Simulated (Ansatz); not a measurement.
Base system: MgS in the rock salt structure (space group Fm-3m, No. 225).

```xyz
2
Lattice="0.0000 2.6015 2.6015 2.6015 0.0000 2.6015 2.6015 2.6015 0.0000" Properties=species:S:1:pos:R:3 pbc="T T T"
Mg     0.0000     0.0000     0.0000
S      2.6015     2.6015     2.6015
```

Cartesian axes are those of the cell as printed.

The values are results of r2SCAN in Ansatz (plane waves to 500 eV, PAW, no SOC), not measurements.

One thing is altered: the cell is compressed by 2.50 % along z with no lateral relaxation, atoms relaxed at fixed cell.

### Question
Predict the stress tensor and what it implies for the stiffness.

### Answer
Stress of the strained cell less that of the base (GPa, compression positive):
```
   1.16    0.00    0.00
   0.00    1.16    0.00
   0.00    0.00    4.40
```

Then −Δσ_ii/ε with ε = -0.0250 gives secant stiffness values (nonlinear terms included at this strain): C33 ≈ 176 GPa, C13 ≈ 46 GPa and C23 ≈ 46 GPa.

As a check, the harmonic strain energy −½ V₀ Δσ:ε is 6.0 meV/atom; the computed energy rise is 5.8 meV/atom.

No phonon test of stability was made.

Ansatz is a quantum-chemistry and plane-wave program.
